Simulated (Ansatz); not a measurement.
An Ansatz (a quantum-chemistry and plane-wave program) input (DFT with r2SCAN, PAW potentials and a 500 eV plane-wave cutoff in Ansatz, no spin-orbit coupling, earlier PAW set):

Ansatz 0.2 input:
```yaml
crystal:
  lattice:
    - [0.0160161251, 1.785842685, 1.7915691208]
    - [1.7767161779, -0.0025947912, 1.8101800371]
    - [1.7703634132, 1.7981008366, 0.0037579735]
  atoms:
    - { symbol: Cu, position: [0, 0, 0] }
basis: { ecutwfc: 500, ecutrho_ratio: 4, xc_grid: 4, fft_grid_basis: typed }
kpoints: { mp_grid: { grid: [32, 32, 32] } }
hamiltonian:
  xc: r2scan
  dispersion: none
  pseudopotentials: { azcp: { folder: ./paw }, kind: paw }
scf: { occupations: { method: fermi_dirac, width: 0.1 }, convergence: { dr2_threshold: 0.0000000001 } }
relax: { f_tol: 0.005, max_steps: 50 }
output: { forces: true, stress: true }
checkpoint: { write: state.ck, write_every: 1000 }
```

Question: Which symmetry and how many k-points will the program report, and about how many plane waves at Γ?

Answer: Space group P-1 (ITA 2) with 2 operations, k-points 16388 of 32768, and 285 plane waves at Γ.

Question: And the final pressure?

Answer: 1.07 GPa (compression positive).

The cells carry an imposed strain or load. Whether these cells are dynamically stable was not tested. The final runs are not spin-polarised. The cell was made from Cu in the fcc (Cu type) structure (space group Fm-3m, No. 225) by this change: strain tensor (xx, yy, zz, yz, xz, xy) = (−1.34, +0.21, +0.53, −0.42, +0.63, +0.27) %.
